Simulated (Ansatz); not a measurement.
The parent structure is InP in the zinc blende structure (space group F-43m, No. 216).

```cif
data_InP
_chemical_formula_sum 'P1 In1'
_space_group_name_H-M_alt 'P 1'
_space_group_IT_number 1
_cell_length_a 4.15692
_cell_length_b 4.15692
_cell_length_c 4.15692
_cell_angle_alpha 60.000
_cell_angle_beta 60.000
_cell_angle_gamma 60.000
loop_
_space_group_symop_operation_xyz
  'x, y, z'
loop_
_atom_site_label
_atom_site_type_symbol
_atom_site_fract_x
_atom_site_fract_y
_atom_site_fract_z
_atom_site_occupancy
P1 P 0.75000 0.75000 0.75000 1
In1 In 0.00000 0.00000 0.00000 1
```

The values are results of Kohn–Sham DFT with the PBEsol functional, run in Ansatz (a quantum-chemistry and plane-wave program) with PAW and 420 eV plane waves, without spin-orbit coupling, earlier PAW set, not measurements.

For the base:

Valley order: Γ 0.57 eV; L along ⟨111⟩ 1.38 eV; X along ⟨100⟩ 1.65 eV

Now apply this change: every lattice vector is shortened by 5.47 %; the atoms relax in the strained cell.

### Question
Estimate the effect on the valley order and energy relative to the base.

### Answer
The valley order (the lowest conduction-band minima on the path, energy above the VBM, named in the base's zone) becomes X along ⟨100⟩ 1.31 eV; Γ 1.44 eV; L along ⟨111⟩ 1.76 eV (base: Γ 0.57 eV; L along ⟨111⟩ 1.38 eV; X along ⟨100⟩ 1.65 eV); the energy increases by 175 meV/atom.

The levels and masses belong to the bands next to the band gap. Whether these cells are dynamically stable was not tested.
